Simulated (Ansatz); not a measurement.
Defect: interstitial Cu in rutile SnO2, charge state +1. All values below come from PBE, PAW (plane waves to 420 eV; Ansatz, a quantum-chemistry and plane-wave program).

72-site cell at the relaxed PBE lattice, one k-point at (0.250, 0.250, 0.250), smearing 0.01 eV, spin-restricted, no finite-size correction. No zero-point or tunnelling terms. The charge state is imposed; whether it is stable for some Fermi level was not computed. Sites that were not tried may lie lower.

Barriers: single points on a 2×2×2 k-point mesh shifted by half a step at the bands' geometries.

Relaxed starting cell (atoms counted from 1):

```xyz
73
Lattice="9.6548 0.0000 0.0000 0.0000 9.6548 0.0000 0.0000 0.0000 9.7153" Properties=species:S:1:pos:R:3 pbc="T T T"
Sn     0.0223    -0.0859    -0.0160
Sn     0.0231    -0.0851     3.2864
Sn    -0.0217     0.0125     6.4932
Sn    -0.0287     4.9090    -0.0141
Sn    -0.0278     4.9091     3.2884
Sn     0.0163     4.8111     6.4945
Sn     4.8352    -0.0472    -0.0058
Sn     4.8345    -0.0464     3.2775
Sn     4.8184     0.0185     6.4940
Sn     4.8148     4.8701    -0.0049
Sn     4.8144     4.8707     3.2783
Sn     4.8312     4.8051     6.4939
Sn     2.6191     2.4055     1.6378
Sn     2.3989     2.4042     4.8788
Sn     2.3985     2.4057     8.1099
Sn     2.4207     7.2361     1.6358
Sn     2.4236     7.2390     4.8901
Sn     2.4232     7.2383     8.0972
Sn     7.0298     2.4179     1.6351
Sn     7.2510     2.4178     4.8781
Sn     7.2505     2.4195     8.1089
Sn     7.2288     7.2423     1.6366
Sn     7.2263     7.2401     4.8903
Sn     7.2257     7.2394     8.0975
O      1.4883     1.4753     0.0528
O      1.4966     1.4674     3.2221
O      1.4545     1.4877     6.4935
O      1.4674     6.3370     0.0081
O      1.4701     6.3346     3.2635
O      1.4856     6.2907     6.4935
O      6.2773     1.4691    -0.0094
O      6.2757     1.4706     3.2795
O      6.3171     1.4818     6.4938
O      6.3050     6.3106     0.0149
O      6.3046     6.3116     3.2579
O      6.2933     6.3020     6.4935
O      1.0199     3.9986     1.6388
O      0.9167     3.8908     4.8498
O      0.9177     3.8929     8.1395
O      0.9405     8.7069     1.6353
O      0.9461     8.7098     4.9043
O      0.9460     8.7098     8.0824
O      5.6767     3.9155     1.6373
O      5.7707     3.9018     4.8675
O      5.7683     3.9007     8.1196
O      5.7733     8.7139     1.6361
O      5.7636     8.7181     4.8899
O      5.7626     8.7165     8.0973
O      3.9729     0.9084     1.6352
O      3.8809     0.9227     4.8682
O      3.8790     0.9221     8.1204
O      3.8760     5.7646     1.6365
O      3.8866     5.7619     4.8904
O      3.8859     5.7604     8.0978
O      8.6288     0.8243     1.6336
O      8.7315     0.9304     4.8483
O      8.7329     0.9329     8.1380
O      8.7089     5.7713     1.6372
O      8.7038     5.7687     4.9053
O      8.7031     5.7685     8.0833
O      3.3733     3.3533    -0.0066
O      3.3724     3.3544     3.2819
O      3.3324     3.3419     6.4939
O      3.3447     8.1669     0.0144
O      3.3444     8.1679     3.2575
O      3.3561     8.1765     6.4940
O      8.1528     3.3565     0.0504
O      8.1613     3.3482     3.2202
O      8.1950     3.3359     6.4943
O      8.1793     8.1437     0.0088
O      8.1821     8.1411     3.2642
O      8.1639     8.1878     6.4942
Cu    -0.0037     2.4122     1.6342
```
Cell charge +1.

End state 1 differs by these moves (Å; atoms that move under 0.08 Å are left out):

```csv
atom,element,Δx,Δy,Δz
1,Sn,0.06,0.06,0.00
4,Sn,0.07,-0.10,0.01
5,Sn,0.07,-0.09,-0.01
7,Sn,-0.10,0.07,-0.01
8,Sn,-0.10,0.07,0.01
13,Sn,-0.21,0.01,0.00
19,Sn,0.20,0.20,0.00
22,Sn,0.01,-0.21,0.00
37,O,-0.09,-0.12,0.00
46,O,-0.12,-0.09,0.00
49,O,-0.10,0.03,0.00
55,O,0.20,0.20,0.00
58,O,0.03,-0.10,0.00
73,Cu,-2.41,-2.42,0.00
```

What forward and backward barriers to end state 1 does PBE, PAW give?

forward 1.47 eV, backward 1.47 eV; at the saddle point atom 73 has neighbours 2 O at 1.82, 2 O at 2.33; Sn at 2.32 Å. The saddle point's order was not checked, and it lies on a symmetry element of the cell, where a band can be held.
